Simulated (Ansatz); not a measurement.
# Short convergence ladders for TiGe2 (C2, 6 atoms in the cell)

```xyz
6
Lattice="0.0000 4.3219 4.3927 2.5198 0.0000 4.3927 2.5198 4.3219 0.0000" Properties=species:S:1:pos:R:3 pbc="T T T"
Ti     3.7797     6.4829     6.6391
Ti     2.5198     4.3219     4.3927
Ge     1.2599     0.7142     2.1964
Ge     1.2599     3.6077     2.1964
Ge     2.5198     1.4467     4.3927
Ge     2.5198     7.1971     4.3927
```

Base method: LDA (PW92), default PAW files made with PBE (plane waves; Ansatz, a program for electronic structure).

Base settings: basis.ecutwfc = 30.9 Ry; kpoints.mp_grid.grid = 5 5 5; hamiltonian.xc = lda; hamiltonian.pseudopotentials = {kind: paw} (the program's default PAW files); scf.occupations.method = gaussian; scf.occupations.width = 0.0073 Ry.

The count of work is k-points × plane waves × bands × iterations; it is no time. 

**The k-point mesh**

Only quantities that move along the ladder and can be compared are tabulated.

| kpoints.mp_grid.grid | free energy less the last step's (meV/atom) | pressure (GPa) | largest difference of a force vector from the last step's (eV/Å) | count of work / last |
|---|---|---|---|---|
| 2 2 2 | 1.58 | -7.64 | 0.622 | 0.013 |
| 3 3 3 | 19.21 | -5.65 | 0.114 | 0.021 |
| 4 4 4 | -13.77 | -6.67 | 0.035 | 0.043 |
| 5 5 5 | 8.68 | -6.44 | 0.043 | 0.082 |
| 7 7 7 | 3.28 | -6.51 | 0.014 | 0.21 |
| 9 9 9 | 0.39 | -6.51 | 0.023 | 0.43 |
| 11 11 11 | -0.37 | -6.53 | 0.016 | 0.77 |
| 12 12 12 | 0.00 | -6.52 | 0.000 | 1.0 |

Coarsest kpoints.mp_grid.grid that holds the forces within 0.02 eV/Å: not settled: the last two steps still differ by 0.016 eV/Å, over half the tolerance, so the ladder does not show it.

Coarsest kpoints.mp_grid.grid that holds the free energy within 5 meV/atom of the last step, with all finer ones: 7 7 7, at 0.21 of the last step's count of work; the step before is off by 8.7 meV/atom.

Coarsest kpoints.mp_grid.grid that holds the pressure within 0.1 GPa of the last step, with all finer ones: 5 5 5, at 0.082 of the last step's count of work; the step before is off by 0.15 GPa.

**The k-point mesh at a smearing width of 0.02 eV**

In this ladder: scf.occupations.width = 0.0015 Ry.

Only quantities that move along the ladder and can be compared are tabulated.

| kpoints.mp_grid.grid | free energy less the last step's (meV/atom) | pressure (GPa) | largest difference of a force vector from the last step's (eV/Å) | count of work / last |
|---|---|---|---|---|
| 3 3 3 | 19.36 | -5.61 | 0.175 | 0.012 |
| 4 4 4 | -14.41 | -6.67 | 0.031 | 0.028 |
| 5 5 5 | 9.15 | -6.44 | 0.066 | 0.052 |
| 8 8 8 | -1.81 | -6.55 | 0.025 | 0.20 |
| 11 11 11 | -0.65 | -6.55 | 0.014 | 0.49 |
| 14 14 14 | 0.00 | -6.53 | 0.000 | 1.0 |

Coarsest kpoints.mp_grid.grid that holds the free energy within 5 meV/atom of the last step, with all finer ones: 8 8 8, at 0.20 of the last step's count of work; the step before is off by 9.1 meV/atom.

Coarsest kpoints.mp_grid.grid that holds the forces within 0.02 eV/Å: not settled: the last two steps still differ by 0.014 eV/Å, over half the tolerance, so the ladder does not show it.

Coarsest kpoints.mp_grid.grid that holds the pressure within 0.5 GPa of the last step, with all finer ones: 4 4 4, at 0.028 of the last step's count of work; the step before is off by 0.93 GPa.

**The k-point mesh at a smearing width of 0.3 eV**

In this ladder: scf.occupations.width = 0.022 Ry.

Only quantities that move along the ladder and can be compared are tabulated.

```csv
kpoints.mp_grid.grid,free energy less the last step's (meV/atom),pressure (GPa),largest difference of a force vector from the last step's (eV/Å),count of work / last
3 3 3,19.08,-5.79,0.048,0.013
5 5 5,6.70,-6.35,0.018,0.052
11 11 11,-0.10,-6.40,0.003,0.49
14 14 14,0.00,-6.40,0.000,1.0
```

Coarsest kpoints.mp_grid.grid that holds the forces within 0.01 eV/Å of the last step, with all finer ones: 11 11 11; the step before is off by 0.018 eV/Å.

Coarsest kpoints.mp_grid.grid that holds the pressure within 0.1 GPa of the last step, with all finer ones: 5 5 5, at 0.052 of the last step's count of work; the step before is off by 0.61 GPa.

Coarsest kpoints.mp_grid.grid that holds the free energy within 2 meV/atom of the last step, with all finer ones: 11 11 11; the step before is off by 6.7 meV/atom.

On the base run: the starting cell comes from a database of computed structures (which also holds hypothetical and non-ambient phases and stackings), without a prior relaxation at this level. Its lattice was rescaled by up to half a per cent. One atom was moved a little off its site on purpose. Spin polarisation is off. In the base run, with a pressure of about -6 GPa the cell is away from its equilibrium volume at this level. Ansatz's pressure includes its estimate of the finite-basis (Pulay) stress.

Keys are those of Ansatz 0.2.
